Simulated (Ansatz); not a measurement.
LiF (P6₃mc, No. 186, 4 atoms in the cell; start mp-1185301; a measured phase of this formula has another space group), treated with r²SCAN (plane waves, PAW; Ansatz, a first-principles code).

Settings: plane-wave cutoff 560 eV, 12×12×8 k mesh (along the axes of the cell as run), Fermi–Dirac smearing 0.01 eV, scalar-relativistic PAW data made under PBE.

Computed at the level's own relaxed cell.

```xyz
4
Lattice="3.0811 0.0000 0.0000 -1.5405 2.6683 0.0000 0.0000 0.0000 4.7867" Properties=species:S:1:pos:R:3 pbc="T T T"
Li     0.0000     1.7789     1.8303
Li     1.5405     0.8894     4.2237
F      0.0000     1.7789     4.7513
F      1.5405     0.8894     2.3580
```

Question: List the 10 lowest band energies at Γ above −25 eV (eV, relative to the valence band maximum), grouping those that round alike.

Answer: At Γ: -20.61, -20.37, -2.20, -0.51 (×2), -0.18 (×2), 0.00, 8.58, 13.11.

A start named mp-… is a Materials Project structure, which need not be a measured phase.
